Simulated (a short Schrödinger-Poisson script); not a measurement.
## Gated In0.52Al0.48As/In0.53Ga0.47As δ-doped gas in a quantum well

Stack: gated In0.52Al0.48As/In0.53Ga0.47As δ-doped gas in a quantum well, at 300 K.

```tsv
layer	material	thickness (nm)	Na (cm⁻³)
1	In0.52Al0.48As	15	-
2	In0.52Al0.48As	3	-
3	In0.53Ga0.47As	20	-
4	In0.52Al0.48As	4000	5e14
```

The device is made up for the run: typed textbook-type constants, with dimensions and the other settings drawn at random. In0.52Al0.48As: permittivity 12.5, conduction-band edge (eV) 0.52, gap (eV) 1.45, electron mass (mₑ) 0.075, Nv at 300 K (cm⁻³) 1.1e19. In0.53Ga0.47As: permittivity 13.9, conduction-band edge (eV) 0, gap (eV) 0.74, Nv at 300 K (cm⁻³) 7.7e18.

Channel valleys (confinement mass, in-plane density-of-states mass, number): Γ 0.041, 0.041, 1. At the gate the conduction-band edge of layer 1 lies 0.65 eV − eVg above the Fermi level of the channel; the field vanishes at the back. Sheet of ionised δ-doping: +5.9e12 e/cm² at 15 nm from the gate. The barrier under the gate holds no holes. Gaps are held at their typed values at every temperature. Mesh 0.08 nm at interfaces.

From a short Schrödinger-Poisson script (our own, NumPy): 1D Poisson equation in equilibrium, electrons quantum, Hartree (BenDaniel-Duke, 40 states a valley, the channel's in-plane mass for all, wave functions free to enter the barrier), parabolic valleys, classical holes, full ionisation, no traps, pinning or gate leakage.

| Vg (V) | electrons (cm⁻²) | in the channel layer | C (μF/cm²) | Γ E0 (meV) | Γ E1 (meV) |
|---|---|---|---|---|---|
| 0.4 | 4.48e12 | 4.13e12 | 0.577 | -178.2 | -62.3 |
| 0.2 | 3.82e12 | 3.62e12 | 0.508 | -157.3 | -52.0 |
| 0 | 3.19e12 | 3.07e12 | 0.494 | -134.3 | -40.6 |
| -0.2 | 2.58e12 | 2.50e12 | 0.485 | -110.6 | -28.3 |
| -0.4 | 1.98e12 | 1.93e12 | 0.475 | -86.3 | -14.8 |
| -0.6 | 1.40e12 | 1.37e12 | 0.460 | -60.9 | 1.1 |
| -0.8 | 8.41e11 | 8.30e11 | 0.434 | -32.9 | 21.6 |
| -1 | 3.32e11 | 3.29e11 | 0.372 | 3.6 | 53.8 |
| -1.2 | 1.33e10 | 1.32e10 | 0.0760 | 94.0 | 143.8 |

Subbands count from the Fermi level.

Above a few 1e12 electrons/cm² a light Γ valley is non-parabolic and upper valleys begin to fill, which the model leaves out.
